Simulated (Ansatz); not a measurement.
The structure below was relaxed with Ansatz (a first-principles code) PBE, scalar-relativistic without spin-orbit coupling, at pressure 15 GPa.

```xyz
2
Lattice="0.0000 2.2355 2.2355 2.2355 0.0000 2.2355 2.2355 2.2355 0.0000" Properties=species:S:1:pos:R:3 pbc="T T T"
Hf     0.0000     0.0000     0.0000
N      2.2355     2.2355     2.2355
```

Task: Find the space group and the Wyckoff positions.

Result: Space group Fm-3m (No. 225); a = 4.4711 Å, b = 4.4711 Å, c = 4.4711 Å, α = 90.00°, β = 90.00°, γ = 90.00°

| atom | site | symmetry | x | y | z |
|---|---|---|---|---|---|
| Hf | 4a | m-3m | 0.0000 | 0.0000 | 0.0000 |
| N | 4b | m-3m | 0.5000 | 0.5000 | 0.5000 |

Task: Describe the coordination.

Result: The crystal has 8 atoms in its conventional cell. Conventional cell: a = 4.471 Å, b = 4.471 Å, c = 4.471 Å, α = 90.00°, β = 90.00°, γ = 90.00°. Hf sees 6 N at 2.236 Å (octahedral). N sees 6 Hf at 2.236 Å (octahedral). (Neighbours: up to the widest gap in distance over summed covalent radii, below 1.35, at either atom; cation-cation and far metal-metal contacts left out.)

Load acts through the strain it causes; cell and atoms are relaxed under it. No phonon test of stability was made. No other phases were tried under pressure. All final runs are without spin polarisation. The cell was made from HfN in the rock salt structure (space group Fm-3m, No. 225) by this change: pressure 15 GPa.
